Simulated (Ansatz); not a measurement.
The reference is Ti in the hcp (Mg type) structure (space group P6_3/mmc, No. 194; a = 2.936 Å, c = 4.640 Å; relaxed with 0.1 eV smearing). Axes: x lies along a and z along c of the hexagonal cell.

Computed with Ansatz (a first-principles code), r2SCAN, PAW, cutoff 500 eV, no spin-orbit coupling.

For the base:

| Quantity | Value |
|---|---|
| Pressure | 0.0 GPa |
| Shortest interatomic distance | 287.4 pm |

It is then changed as follows: uniaxial strain ε_zz = −0.50 %, all other strain components held at zero, atoms relaxed at fixed cell.

**Question.** What happens to the pressure?

**Answer.** The pressure (mean of the normal stresses, compression positive) goes from zero to 0.6 GPa.

**Question.** Estimate the effect on the shortest interatomic distance.

**Answer.** The shortest interatomic distance falls by 0.94 pm to 286.4 pm.

**Question.** How does this affect the energy relative to the base?

**Answer.** The energy is nearly the same.

Stability against distortions was not tested. All final runs are without spin polarisation.
